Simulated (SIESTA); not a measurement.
A self-consistent single point of CuPt7 (P1, 8 atoms in the cell) with SIESTA.

Method of the run: GGA PBEsol, numerical atomic orbitals DZP, PseudoDojo PBEsol standard norm-conserving potentials (rewritten from UPF to PSML) in SIESTA.

The change in words: atoms moved at random. Reference geometry:
```
CELL_PARAMETERS angstrom
      0.00000     3.99859     3.99859
      3.99859     0.00000     3.99859
      3.99859     3.99859     0.00000
ATOMIC_POSITIONS crystal
  Cu 0.50000 0.50000 0.50000
  Pt 0.00000 0.00000 0.00000
  Pt 0.00000 0.50000 0.00000
  Pt 0.50000 0.00000 0.00000
  Pt 0.50000 0.00000 0.50000
  Pt 0.00000 0.50000 0.50000
  Pt 0.00000 0.00000 0.50000
  Pt 0.50000 0.50000 0.00000
```

Reference input (self-consistent single point, DFT, GGA PBEsol, numerical atomic orbitals DZP, PseudoDojo PBEsol standard norm-conserving potentials (rewritten from UPF to PSML)): XC.functional = GGA; XC.authors = PBEsol; potentials = PseudoDojo PBEsol standard; PAO.BasisSize = DZP; PAO.EnergyShift = 0.01 Ry; MeshCutoff = 400 Ry; kgrid.MonkhorstPack = 7 7 7; OccupationFunction = MP; OccupationMPOrder = 0; ElectronicTemperature = 100 meV; MaxSCFIterations = 150; SCF.Mixer.Method = Broyden. This run's input differs from it in these lines:

```diff
@@ -18,10 +18,10 @@
 %block AtomicCoordinatesAndAtomicSpecies
-     3.998591000    3.998591000    3.998591000  1
-     0.000000000    0.000000000    0.000000000  2
-     1.999295500    0.000000000    1.999295500  2
-     0.000000000    1.999295500    1.999295500  2
-     1.999295500    3.998591000    1.999295500  2
-     3.998591000    1.999295500    1.999295500  2
-     1.999295500    1.999295500    0.000000000  2
-     1.999295500    1.999295500    3.998591000  2
+     4.011034615    4.049700990    4.004077067  1
+    -0.038082581   -0.022452088   -0.035263574  2
+     2.088036230   -0.064753183    2.071705984  2
+    -0.002703048    2.012746760    1.994281267  2
+     2.050053614    4.043471185    1.966754966  2
+     3.936716803    1.958337932    1.978242918  2
+     1.960817059    2.000127207    0.049722479  2
+     1.988487309    2.017177199    3.964838893  2
 %endblock AtomicCoordinatesAndAtomicSpecies
```

Output (repeated stretches shortened):

```
        iscf     Eharris(eV)        E_KS(eV)     FreeEng(eV)     dDmax    Ef(eV) dHmax(eV)
   scf:    1   -28840.641629   -29622.549606   -29622.613263  2.187248  1.488067142.500946
   scf:    2   -29785.182003   -29969.791170   -29969.825578  1.894783  0.414492 28.405333
   scf:    3   -30006.725669   -29990.032703   -29990.075309  1.091736 -0.181678 20.307081
   scf:    4   -30021.479396   -30008.336756   -30008.384246  1.375825 -1.153277  6.351012
   scf:    5   -29389.361084   -29814.346759   -29814.444489  1.037454 -1.575642 97.647294
   [... 9 lines left out ...]
   scf:   15   -30014.292755   -30014.292793   -30014.348316  0.001233 -2.418409  0.019691
   scf:   16   -30014.292845   -30014.292822   -30014.348322  0.000136 -2.418292  0.001642
   scf:   17   -30014.292818   -30014.292820   -30014.348323  0.000122 -2.418381  0.001330
   scf:   18   -30014.292821   -30014.292821   -30014.348323  0.000070 -2.418402  0.000804
SCF Convergence by DM+H criterion
max |DM_out - DM_in|         :     0.0000698993
max |H_out - H_in|      (eV) :     0.0008037636
SCF cycle converged after 18 iterations

Using DM_out to compute the final energy and forces

siesta: E_KS(eV) =           -30014.2928

siesta: E_KS - E_eggbox =    -30014.2928

siesta: Atomic forces (eV/Ang):
     1   -0.036180   -0.181785   -0.125892
     2    1.089759    0.223012    0.815595
     3   -1.567917    0.287548   -0.992451
     4    0.383670   -0.442884   -0.114235
     5   -0.528447   -0.104517    0.403229
     6    0.899060    0.512026    0.123632
     7   -0.186833   -0.467496   -0.393711
     8   -0.042623    0.188930    0.286036
   Tot    0.010489    0.014834    0.002203
   Max    1.567917
   Res    0.573783    sqrt( Sum f_i^2 / 3N )
   Max    1.567917    constrained

   [... lines left out ...]
siesta: FreeEng =    -30014.348323
siesta: Cell volume =        127.864784 Ang**3
siesta:        -186.50217748       -170.62512335  kBar
   [... lines left out ...]

              0.139   0.127   0.140

mulliken: Qtot =      145.000

Mulliken Atomic Populations:
Atom #   charge [q] valence [e]  Species
     1    -0.131571   19.131571  Cu
     2    -0.017654   18.017654  Pt
     3     0.019138   17.980862  Pt
     4     0.025404   17.974596  Pt
     5     0.022576   17.977424  Pt
     6     0.027337   17.972663  Pt
     7     0.026697   17.973303  Pt
     8     0.028073   17.971927  Pt
 Total     0.000000
```

The run converged in 18 iterations. Against the reference run the free energy rises by 28.4 meV/atom, the pressure goes from -20.34 to -18.65 GPa and the largest force goes from 0.000 to 1.878 eV/Å.

The starting cell comes from a database of computed structures (which also holds hypothetical and non-ambient phases and stackings), without a prior relaxation at this level. Its lattice was rescaled by a random factor within 2.5 % of one. For this run, on top of that: atoms moved at random. Spin polarisation is off. Values carry the incompleteness of an atom-centred basis. With a pressure of about -19 GPa the cell is away from its equilibrium volume at this level. Forces in this geometry exceed 1 eV/Å.

Cost on one core of a shared machine: roughly 2 min.
